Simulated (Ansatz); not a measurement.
The reference is WSi₂ (space group I4/mmm, No. 139; a = 3.212 Å, c = 7.807 Å; relaxed with 0.1 eV smearing). Axes: x, y, z lie along a, b, c of the conventional cell.

Calculations: r2SCAN (Ansatz, a quantum-chemistry and plane-wave program), no spin-orbit coupling, earlier PAW set.

For the base:

The shortest interatomic distance is 2.579 Å.

One thing is altered: a pure shear with ε_yz = ε_zy = -0.0018, atoms relaxed at fixed cell.

Problem. Predict the new stress and shortest interatomic distance.

Solution. The stress (xx, yy, zz, yz, xz, xy; compression positive) is (0.0, 0.0, 0.0, 0.8, 0.0, 0.0) GPa; the shortest interatomic distance stays 2.579 Å.

The cells carry an imposed strain or load. Stability against distortions was not tested. The final runs are not spin-polarised.
